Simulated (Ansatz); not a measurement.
## Parameter sweep on Fe (Im-3m, 1 atom in the cell)

```
Fe
1.0
   -1.41005     1.41005     1.41005
    1.41005    -1.41005     1.41005
    1.41005     1.41005    -1.41005
Fe
1
Direct
  0.00000   0.00000   0.00000
```
Moments meant for the start (each program seeds them in its own way; μB, in the order of the atoms Fe): 4.0.

Base run A: Ansatz (a first-principles code) with LDA (PW92), default PAW files made with PBE, self-consistent single point.

Its settings: basis.ecutwfc = 420 eV; kpoints.mp_grid.grid = 16 16 16; hamiltonian.xc = lda; hamiltonian.pseudopotentials = {kind: paw} (the program's default PAW files); magnetization.spin_polarized = true; scf.occupations.method = cold; scf.occupations.width = 0.136 eV.

The starting cell comes from a database of computed structures (which also holds hypothetical and non-ambient phases and stackings), without a prior relaxation at this level. Its lattice was rescaled by a random factor within 2.5 % of one. With one magnetic atom in the cell only a parallel order is possible. In the base run, with a pressure of about -16 GPa the cell is away from its equilibrium volume at this level. Ansatz's pressure includes its estimate of the finite-basis (Pulay) stress.

ΔF is the free energy per atom less that of run A. 

The first pressure column holds Ansatz's estimate of the finite-basis (Pulay) stress, which hides part of the cutoff error; the other is without it.

In some runs the Pulay estimate is large (up to 290 GPa), a sign of a cutoff far from converged.

Run A gave: pressure (GPa) -15.96; size of the net moment (μB/atom) 2.11; pressure at a fixed set of plane waves (GPa) -16.15.

Runs:
- B: lattice scaled by 0.97
- C: lattice scaled by 0.97; basis.ecutwfc: 420 eV → 250 eV
- D: lattice scaled by 0.985
- E: lattice scaled by 0.985; basis.ecutwfc: 420 eV → 250 eV
- F: lattice scaled by 1.015
- G: lattice scaled by 1.015; basis.ecutwfc: 420 eV → 250 eV
- H: lattice scaled by 1.03
- I: lattice scaled by 1.03; basis.ecutwfc: 420 eV → 250 eV
- J: basis.ecutwfc: 420 eV → 250 eV

**Question.** What does run C change against A?

**Answer.** The free energy goes up by 3.11 eV/atom, the pressure goes from -15.96 to 24.63 GPa and the size of the net moment stays at 2.11 μB/atom.

**Question.** What does run H change against A?

**Answer.** The free energy rises by 143 meV/atom, the pressure goes from -15.96 to -27.68 GPa and the size of the net moment goes from 2.11 to 2.27 μB/atom.

**Question.** What does run F change against A?

**Answer.** The free energy rises by 60.9 meV/atom, the pressure goes from -15.96 to -21.92 GPa and the size of the net moment goes from 2.11 to 2.23 μB/atom.

```json
[
 {"run": "A", "ΔF (meV/atom)": "0.00", "pressure (GPa)": "-15.96", "size of the net moment (μB/atom)": "2.11", "pressure at a fixed set of plane waves (GPa)": "-16.15"},
 {"run": "B", "ΔF (meV/atom)": "-42.6", "pressure (GPa)": "3.83", "size of the net moment (μB/atom)": "1.94", "pressure at a fixed set of plane waves (GPa)": "3.62"},
 {"run": "C", "ΔF (meV/atom)": "3112.5", "pressure (GPa)": "24.63", "size of the net moment (μB/atom)": "2.11", "pressure at a fixed set of plane waves (GPa)": "-266.41"},
 {"run": "D", "ΔF (meV/atom)": "-36.7", "pressure (GPa)": "-7.23", "size of the net moment (μB/atom)": "2.03", "pressure at a fixed set of plane waves (GPa)": "-7.43"},
 {"run": "E", "ΔF (meV/atom)": "3060.9", "pressure (GPa)": "11.39", "size of the net moment (μB/atom)": "2.22", "pressure at a fixed set of plane waves (GPa)": "-261.15"},
 {"run": "F", "ΔF (meV/atom)": "60.9", "pressure (GPa)": "-21.92", "size of the net moment (μB/atom)": "2.23", "pressure at a fixed set of plane waves (GPa)": "-22.09"},
 {"run": "G", "ΔF (meV/atom)": "3033.3", "pressure (GPa)": "-7.50", "size of the net moment (μB/atom)": "2.41", "pressure at a fixed set of plane waves (GPa)": "-247.21"},
 {"run": "H", "ΔF (meV/atom)": "142.9", "pressure (GPa)": "-27.68", "size of the net moment (μB/atom)": "2.27", "pressure at a fixed set of plane waves (GPa)": "-27.84"},
 {"run": "I", "ΔF (meV/atom)": "3067.1", "pressure (GPa)": "-12.83", "size of the net moment (μB/atom)": "2.51", "pressure at a fixed set of plane waves (GPa)": "-239.67"},
 {"run": "J", "ΔF (meV/atom)": "3038.4", "pressure (GPa)": "2.30", "size of the net moment (μB/atom)": "2.32", "pressure at a fixed set of plane waves (GPa)": "-254.73"}
]
```

Keys are those of Ansatz 0.2.
